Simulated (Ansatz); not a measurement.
The starting structures come from a database of crystals and need not be the phases stable at ambient conditions.

 Where the default PAW files enter, the runs use the earlier of Ansatz's two default sets.

Inside the gap of an insulator the Bloch states are evanescent, with a wavenumber k + iκ along the transport direction.

Here is the system:

```
CELL_PARAMETERS angstrom
      5.01164     0.00000     0.00000
      2.36367     6.83509     0.00000
     -0.20789    -1.66120     4.72374
ATOMIC_POSITIONS crystal
  V  0.51812 0.46494 0.94700
  V  0.05300 0.96494 0.48188
  P  0.86899 0.75359 0.87707
  P  0.12293 0.25359 0.13101
  O  0.83887 0.92238 0.16887
  O  0.83113 0.42238 0.16113
  O  0.15593 0.58187 0.83263
  O  0.16737 0.08187 0.84407
  O  0.35025 0.35546 0.16157
  O  0.83843 0.85546 0.64975
  O  0.14395 0.16534 0.37069
  O  0.62931 0.66534 0.85605
  O  0.64453 0.26442 0.67335
  O  0.32665 0.76442 0.35547
```

Space group of this cell: Cc. The cell is taken as given; by r2SCAN its mean pressure is -0.7 GPa.

Transport runs along the normal of the first two printed cell vectors.

The gap is the functional's own. No spin-orbit coupling. Mid-gap values are interpolated on the energy grid.

### Question
Estimate the band gap and the smallest decay constant κ at mid-gap that r2SCAN (Ansatz, a program for electronic structure) returns for this system.

### Answer
Gap 1.97 eV on a 6×6×6 mesh; κ = 0.312 1/Å, at the zone centre.
